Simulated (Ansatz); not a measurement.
Hypothetical CsCl type TiAs: pressure series

The parent structure is TiAs in the CsCl type structure (space group Pm-3m, No. 221; a hypothetical phase, not in the database extracts checked).

```cif
data_AsTi
_chemical_formula_sum 'Ti1 As1'
_space_group_name_H-M_alt 'P 1'
_space_group_IT_number 1
_cell_length_a 3.19450
_cell_length_b 3.19450
_cell_length_c 3.19450
_cell_angle_alpha 90.000
_cell_angle_beta 90.000
_cell_angle_gamma 90.000
loop_
_space_group_symop_operation_xyz
  'x, y, z'
loop_
_atom_site_label
_atom_site_type_symbol
_atom_site_fract_x
_atom_site_fract_y
_atom_site_fract_z
_atom_site_occupancy
Ti1 Ti 0.00000 0.00000 0.00000 1
As1 As 0.50000 0.50000 0.50000 1
```

Cell and atoms are relaxed at each pressure.

All numbers come from PBE (Ansatz, a first-principles code, PAW, scalar-relativistic without spin-orbit coupling).

Notes on the quantities. enthalpy: H = E + PV relative to the base's energy.

```
variant                enthalpy     density
----------------  -------------  ----------
base                          –  6.25 g/cm³
pressure −2 GPa   -0.21 eV/atom  6.15 g/cm³
pressure −1 GPa   -0.10 eV/atom  6.20 g/cm³
pressure 1.8 GPa  +0.18 eV/atom  6.35 g/cm³
pressure 4.2 GPa  +0.42 eV/atom  6.46 g/cm³
pressure 9 GPa    +0.88 eV/atom  6.68 g/cm³
pressure 18 GPa   +1.72 eV/atom  7.03 g/cm³
pressure 30 GPa   +2.77 eV/atom  7.44 g/cm³
pressure 45 GPa   +4.02 eV/atom  7.88 g/cm³
pressure 60 GPa   +5.20 eV/atom  8.26 g/cm³
```

Load acts through the strain it causes; cell and atoms are relaxed under it. Stability against distortions was not tested. Competing high-pressure phases were not computed. The final runs are not spin-polarised. An odd electron count without spin: TiAs. TiAs has a high density of states at the Fermi level and may be magnetic at this level.
